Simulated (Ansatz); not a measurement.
Start from Cu in the fcc (Cu type) structure (space group Fm-3m, No. 225; a = 3.5184 Å; relaxed with 0.1 eV smearing).

Calculations: LDA (Ansatz, a program for electronic structure; PAW; 420 eV plane waves; no spin-orbit coupling).

Before the change:

- Pressure = 0.0 GPa

Modification: every lattice vector is stretched by 3.00 %; the atoms relax in the strained cell.

**Question.** How does this affect the energy relative to the base?

**Answer.** The energy grows by 46 meV/atom.

**Question.** How does this affect the pressure?

**Answer.** The pressure goes from zero to -13.4 GPa.

Stability against distortions was not tested. The final runs are not spin-polarised.
